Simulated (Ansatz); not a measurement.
HfO2 (within 0.1 Å of P-42₁m, No. 113, 12 atoms in the cell; start mp-1224381; a measured phase of this formula has another space group) was calculated with r²SCAN (PAW; Ansatz, an electronic-structure program).

Run with plane-wave cutoff 560 eV, 8×8×8 k mesh, Fermi–Dirac smearing 0.01 eV, scalar-relativistic PAW data made under PBE.

Cell (relaxed with PBEsol):

```yaml
crystal:
  lattice:
    - [5.13140, 0.00000, 0.00000]
    - [0.00000, 5.13455, 0.00000]
    - [0.00000, 0.00000, 4.89251]
  atoms:
    - { symbol: Hf, position: [0.27986, 0.28001, 0.72816] }
    - { symbol: Hf, position: [0.72014, 0.71999, 0.72816] }
    - { symbol: Hf, position: [0.77986, 0.21999, 0.27184] }
    - { symbol: Hf, position: [0.22014, 0.78001, 0.27184] }
    - { symbol: O, position: [0.50000, 0.50000, 0.42213] }
    - { symbol: O, position: [0.00000, 0.00000, 0.57787] }
    - { symbol: O, position: [0.50000, 0.00000, 0.50038] }
    - { symbol: O, position: [0.00000, 0.50000, 0.49962] }
    - { symbol: O, position: [0.32484, 0.67438, 0.89372] }
    - { symbol: O, position: [0.67516, 0.32562, 0.89372] }
    - { symbol: O, position: [0.82484, 0.82562, 0.10628] }
    - { symbol: O, position: [0.17516, 0.17438, 0.10628] }
```

### Question
Predict the band gap and Γ–Γ gap.

### Answer

* **band gap**: 4.31 eV
* **Γ–Γ gap**: 4.74 eV

Note: cell and atoms aren't relaxed at this level (largest force component 0.04 eV/Å, pressure 2.3 GPa).

Spin–orbit coupling is not included.

A start named mp-… is a Materials Project structure, which need not be a measured phase.
